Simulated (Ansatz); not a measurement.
Input of the mobility step, PBEsol, finite-displacement electron-phonon coupling, linearised Boltzmann equation in Ansatz (a quantum-chemistry and plane-wave program), Ge (Fd-3m). Condition of this run: hydrostatic pressure 10 GPa (the target of the relaxation).

Ansatz 0.2 input:
```
crystal:
  lattice:
    - [0.0, 2.7322924896, 2.7322924896]
    - [2.7322924896, 0.0, 2.7322924896]
    - [2.7322924896, 2.7322924896, 0.0]
  atoms:
    - { symbol: Ge, position: [0.0, 0.0, 0.0] }
    - { symbol: Ge, position: [0.25, 0.25, 0.25] }
kpoints:
  mp_grid: { grid: [8, 8, 8] }
hamiltonian:
  xc: pbesol
  pseudopotentials: { kind: paw }
scf:
  occupations: { method: fixed }
phonons:
  supercell: [4, 4, 4]
  carrier_mobility: { temperatures: [150, 200, 250, 300, 350, 400, 500, 600] }
```

An excerpt of its output:

```
--- Carrier mobility (electrons): potentials and phonons of a 4×4×4 supercell ---
  scattering by the run's harmonic phonons alone; scattering by impurities, by other carriers and their screening is left out, and so is spin–orbit coupling
  band edge at 10.2180 eV
  valley at (0.0000 0.0000 -0.5000), 4 points alike, 139.14 meV above the edge
  valley at (0.0000 0.4082 0.4082), 6 points alike, 0.00 meV above the edge
  a displaced site's charge and quadrupole, each over the dielectric constant: up to 0.000 e and 0.539 e·Å; the charges' sum missed by 0.123 e
  the run chose the mesh 98×98×98 (1.4 steps from a valley's bottom to the thermal energy of 150 K, as the couplings on a denser one leave too little of the memory); type phonons.carrier_mobility.mesh for another
  mobility, cm²/(V·s), of a tensor a third of its trace; what the velocities' spread within the cells of the mesh adds; mean energy transported, in kT; Lorenz number, in (k/e)²:
           mesh  steps/k_T     T (K)         cm⁻³     solution         MRTA        SERTA  in cells    energy    Lorenz
       98×98×98       1.40    150.00          few     4.8578e3     4.8485e3     4.7892e3    9.04 %     1.723     1.312
       98×98×98       1.62    200.00          few     2.6213e3     2.6177e3     2.5905e3    6.97 %     1.693     1.378
       98×98×98       1.81    250.00          few     1.6402e3     1.6385e3     1.6242e3    5.71 %     1.685     1.442
       98×98×98       1.99    300.00          few     1.1263e3     1.1253e3     1.1171e3    4.86 %     1.682     1.475
       98×98×98       2.15    350.00          few     8.2186e2     8.2125e2     8.1634e2    4.24 %     1.679     1.487
       98×98×98       2.29    400.00          few     6.2565e2     6.2524e2     6.2224e2    3.78 %     1.673     1.488
       98×98×98       2.56    500.00          few     3.9474e2     3.9452e2     3.9350e2    3.14 %     1.659     1.491
       98×98×98       2.81    600.00          few     2.6877e2     2.6863e2     2.6851e2    2.73 %     1.646     1.509
       49×49×49       0.70    150.00          few     5.1210e3     5.1108e3     5.1326e3   34.54 %     1.668     1.310
       49×49×49       0.81    200.00          few     2.6938e3     2.6898e3     2.6996e3   27.22 %     1.662     1.377
       49×49×49       0.91    250.00          few     1.6672e3     1.6652e3     1.6709e3   22.59 %     1.665     1.443
       49×49×49       0.99    300.00          few     1.1381e3     1.1370e3     1.1409e3   19.37 %     1.668     1.478
       49×49×49       1.07    350.00          few     8.2786e2     8.2718e2     8.3010e2   17.01 %     1.668     1.489
       49×49×49       1.15    400.00          few     6.2892e2     6.2847e2     6.3086e2   15.22 %     1.665     1.490
       49×49×49       1.28    500.00          few     3.9587e2     3.9563e2     3.9745e2   12.73 %     1.653     1.493
       49×49×49       1.40    600.00          few     2.6923e2     2.6908e2     2.7061e2   11.09 %     1.642     1.511
  SERTA leaves out what is scattered into a state
  not converged in the mesh: from the mesh of half the divisions the mobility moves by up to 5.42 %; 9.0 % of it stand in the velocities' spread within the cells; MRTA moves by up to 5.41 %
  the changes of the potential over all sites missed a rigid shift's by 0.01 % (the site terms' by 0.54 %)
  the long waves of the potentials, up to 0.498 1/Å, are read off 3 elongated supercells
  the phonons are corrected at the wavevectors of the elongated supercells: the repeat alone misses a frequency there by up to 14.23 %, and what leaves one of them out by up to 11.23 %
```

Scattering by harmonic phonons alone: no impurities, screening or carrier-carrier scattering, bands fixed at 0 K. From a coarser fine mesh the values given move by up to 5 %. The mesh was bound by memory.
